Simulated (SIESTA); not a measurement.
SIESTA run on Fe₂Pt (P-3m1, 3 atoms in the cell): self-consistent single point.

Level of theory: SIESTA 5.4.2 with GGA PBEsol, numerical atomic orbitals DZP, PseudoDojo PBEsol standard norm-conserving potentials (rewritten from UPF to PSML).

```
CELL_PARAMETERS angstrom
      2.61760     0.00000     0.00000
     -1.30880     2.26691     0.00000
      0.00000     0.00000     6.27685
ATOMIC_POSITIONS crystal
  Fe 0.33333 0.66667 0.64454
  Fe 0.66667 0.33333 0.35546
  Pt 0.00000 0.00000 0.00000
```
Moments meant for the start (each program seeds them in its own way; μB, in the order of the atoms Fe Fe Pt): 4.0 4.0 0.0.

Reference input (self-consistent single point, DFT, GGA PBEsol, numerical atomic orbitals DZP, PseudoDojo PBEsol standard norm-conserving potentials (rewritten from UPF to PSML)): XC.functional = GGA; XC.authors = PBEsol; potentials = PseudoDojo PBEsol standard; PAO.BasisSize = DZP; PAO.EnergyShift = 0.01 Ry; MeshCutoff = 400 Ry; kgrid.MonkhorstPack = 11 11 4; OccupationFunction = MP; OccupationMPOrder = 0; ElectronicTemperature = 0.2 eV; Spin = polarized; DM.InitSpin = [1 +4.00, 2 +4.00, 3 +0.00]. This run's input differs from it in these lines:

```diff
@@ -29,5 +29,5 @@
 %block kgrid.MonkhorstPack
-   11   0   0  0.0
-    0  11   0  0.0
-    0   0   4  0.0
+   14   0   0  0.0
+    0  14   0  0.0
+    0   0   5  0.0
 %endblock kgrid.MonkhorstPack
```

Output (repeated stretches shortened):

```
        iscf     Eharris(eV)        E_KS(eV)     FreeEng(eV)     dDmax    Ef(eV) dHmax(eV)
   scf:    1   -10245.804996   -10329.621098   -10329.690655  0.634570 -1.099378 37.285177
     spin moment: {S} , |S| = {        0.0        0.0    4.90699 }     4.90699
   scf:    2   -10315.529190   -10351.954588   -10351.985825  0.339859 -1.038089 17.660646
     spin moment: {S} , |S| = {        0.0        0.0    6.46245 }     6.46245
   scf:    3   -10363.830098   -10360.625913   -10360.695396  0.177103 -1.497945  7.919512
     spin moment: {S} , |S| = {        0.0        0.0    6.09047 }     6.09047
   [... lines left out ...]
     spin moment: {S} , |S| = {        0.0        0.0    5.67678 }     5.67678
   scf:   15   -10363.903233   -10363.903230   -10363.978752  0.000076 -3.181283  0.003264
     spin moment: {S} , |S| = {        0.0        0.0    5.67634 }     5.67634
   scf:   16   -10363.903232   -10363.903231   -10363.978754  0.000171 -3.182195  0.001147
     spin moment: {S} , |S| = {        0.0        0.0    5.67499 }     5.67499
   scf:   17   -10363.903235   -10363.903233   -10363.978755  0.000076 -3.182352  0.000556
     spin moment: {S} , |S| = {        0.0        0.0    5.67476 }     5.67476
SCF Convergence by DM+H criterion
max |DM_out - DM_in|         :     0.0000760130
max |H_out - H_in|      (eV) :     0.0005561344
SCF cycle converged after 17 iterations

Using DM_out to compute the final energy and forces

siesta: E_KS(eV) =           -10363.9032

siesta: E_KS - E_eggbox =    -10363.9032

siesta: Atomic forces (eV/Ang):
     1   -0.000014    0.000008    0.850384
     2    0.000014   -0.000008   -0.850382
     3    0.000000   -0.000000   -0.000002
   Tot    0.000000    0.000000   -0.000000
   Max    0.850384
   Res    0.400874    sqrt( Sum f_i^2 / 3N )
   Max    0.850384    constrained

Stress tensor Voigt[x,y,z,yz,xz,xy] (kbar):     -146.01     -145.92       47.04       -0.00        0.00        0.08
(Free)E + p*V (eV/cell)   -10362.0811
Target enthalpy (eV/cell)   -10363.9788

   [... lines left out ...]
siesta: FreeEng =    -10363.978755
siesta: Cell volume =         37.245939 Ang**3
siesta:          81.62980152         59.50428352  kBar
   [... lines left out ...]
              0.168   0.807   0.868   0.765   0.868   0.807  -0.007  -0.005

              0.010  -0.005  -0.007

mulliken: Qtot =       22.163

Mulliken Atomic Populations:
Atom #   charge [q] valence [e]      Sz [e]  Species
     1     0.078617   15.921383    2.759052  Fe
     2     0.078615   15.921385    2.759050  Fe
     3    -0.157233   18.157233    0.156662  Pt
 Total    -0.000000                5.674764
```

The run converged in 17 iterations. Against the reference run the free energy goes up by 3.2 meV/atom, the pressure stays near 8.16 GPa while the zz stress (positive for compression) goes from -5.24 to -4.70 GPa, the largest force goes from 0.891 to 0.850 eV/Å and the size of the net moment stays at 1.89 μB/atom.

The starting cell comes from a database of computed structures (which also holds hypothetical and non-ambient phases and stackings), without a prior relaxation at this level. The magnetic order is the one reached from the typed start; others were not searched systematically. Values carry the incompleteness of an atom-centred basis. With a pressure of about 8 GPa the cell is away from its equilibrium volume at this level.

Cost on one core of a shared machine: roughly 3 min.
